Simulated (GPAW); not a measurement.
# Short convergence ladders for AlRh (P4mm, 2 atoms in the cell)

```
CELL_PARAMETERS angstrom
      2.99221     0.00000     0.00000
      0.00000     2.99221     0.00000
      0.00000     0.00000     2.99221
ATOMIC_POSITIONS crystal
  Al 0.00000 0.00000 0.01671
  Rh 0.50000 0.50000 0.50000
```

Base method: LDA (Perdew-Wang 92), GPAW PAW datasets LDA (gpaw-data 1.0.1) (plane waves; GPAW).

Base settings: mode = pw; ecut = 600 eV; xc = LDA; kpts = 5 5 5; mesh shift (steps) = 0 0 0; occupations.name = methfessel-paxton; occupations.width = 0.1 eV; occupations.order = 0; nbands = -8; convergence.density = 1e-05 e/electron.

The count of work is k-points × plane waves × bands × iterations; it is no time. Core times come from one kind of shared machine, to one figure; runs under 30 s give none.

**The k-point mesh**

The second cell is the first with its lattice scaled by 0.98.

Only quantities that move along the ladder and can be compared are tabulated.

| kpts | free energy less the last step's (meV/atom) | energy of the compressed cell less the first (meV/atom) | pressure (GPa) | largest difference of a force vector from the last step's (eV/Å) | count of work / last |
|---|---|---|---|---|---|
| 2 2 2 | 558.54 | 58.20 | 4.36 | 0.117 | 0.021 |
| 4 4 4 | 74.09 | 9.00 | -4.61 | 0.000 | 0.040 |
| 5 5 5 | -11.82 | -4.60 | -7.14 | 0.001 | 0.054 |
| 7 7 7 | 0.92 | -5.02 | -7.26 | 0.003 | 0.094 |
| 9 9 9 | -2.14 | -4.71 | -7.20 | 0.002 | 0.27 |
| 12 12 12 | 0.08 | -4.09 | -7.07 | 0.001 | 0.57 |
| 14 14 14 | -0.36 | -4.47 | -7.14 | 0.003 | 1.1 |
| 17 17 17 | 0.00 | -4.15 | -7.08 | 0.000 | 1.0 |

Coarsest kpts that holds the energy of the compressed cell less the first within 2 meV/atom of the last step, with all finer ones: 5 5 5, at 0.054 of the last step's count of work; the step before is off by 13 meV/atom.

Coarsest kpts that holds the free energy within 5 meV/atom of the last step, with all finer ones: 7 7 7, at 0.094 of the last step's count of work; the step before is off by 12 meV/atom.

Coarsest kpts that holds the forces within 0.01 eV/Å of the last step, with all finer ones: 4 4 4, at 0.040 of the last step's count of work; the step before is off by 0.12 eV/Å.

The energy difference between the two cells stays within 1 meV/atom of the last step's from 5 5 5 on, the total only from 12 12 12 on: much of the error is common to both cells and cancels.

**The k-point mesh at a smearing width of 0.3 eV**

In this ladder: occupations.width = 0.3 eV.

Only quantities that move along the ladder and can be compared are tabulated.

```tsv
kpts	free energy less the last step's (meV/atom)	pressure (GPa)	count of work / last
4 4 4	68.55	-4.65	0.020
5 5 5	-14.27	-7.19	0.020
6 6 6	0.81	-6.82	0.065
12 12 12	-0.20	-6.90	0.32
18 18 18	0.03	-6.92	0.69
21 21 21	0.00	-6.92	1.0
```

Coarsest kpts that holds the free energy within 2 meV/atom of the last step, with all finer ones: 6 6 6, at 0.065 of the last step's count of work; the step before is off by 14 meV/atom.

Coarsest kpts that holds the pressure within 1 GPa of the last step, with all finer ones: 5 5 5, at 0.020 of the last step's count of work; the step before is off by 2.3 GPa.

**The mesh under tetrahedron occupations**

In this ladder: occupations.name = improved-tetrahedron-method; occupations.width = default; occupations.order = default.

Only quantities that move along the ladder and can be compared are tabulated.

| kpts | free energy less the last step's (meV/atom) | pressure (GPa) | largest difference of a force vector from the last step's (eV/Å) | count of work / last | core time / last (rough) |
|---|---|---|---|---|---|
| 5 5 5 | -16.88 | -7.80 | 0.010 | 0.023 | – |
| 6 6 6 | 1.97 | -7.20 | 0.002 | 0.046 | – |
| 7 7 7 | -2.18 | -7.31 | 0.003 | 0.059 | – |
| 11 11 11 | -0.18 | -7.16 | 0.001 | 0.15 | 0.1 |
| 17 17 17 | -0.04 | -7.12 | 0.002 | 0.51 | 0.6 |
| 21 21 21 | 0.00 | -7.11 | 0.000 | 1.0 | 1 |

Coarsest kpts that holds the forces within 0.005 eV/Å of the last step, with all finer ones: 6 6 6, at 0.046 of the last step's count of work; the step before is off by 0.010 eV/Å.

Coarsest kpts that holds the free energy within 5 meV/atom of the last step, with all finer ones: 6 6 6, at 0.046 of the last step's count of work; the step before is off by 17 meV/atom.

Coarsest kpts that holds the pressure within 0.5 GPa of the last step, with all finer ones: 6 6 6, at 0.046 of the last step's count of work; the step before is off by 0.69 GPa.

On the base run: the starting cell comes from a database of computed structures (which also holds hypothetical and non-ambient phases and stackings), without a prior relaxation at this level. Its lattice was rescaled by up to half a per cent. One atom was moved a little off its site on purpose. Spin polarisation is off. In the base run, with a pressure of about -7 GPa the cell is away from its equilibrium volume at this level. Without a gap this mesh is coarse (it stands for a supercell whose shortest vector is 15 Å).
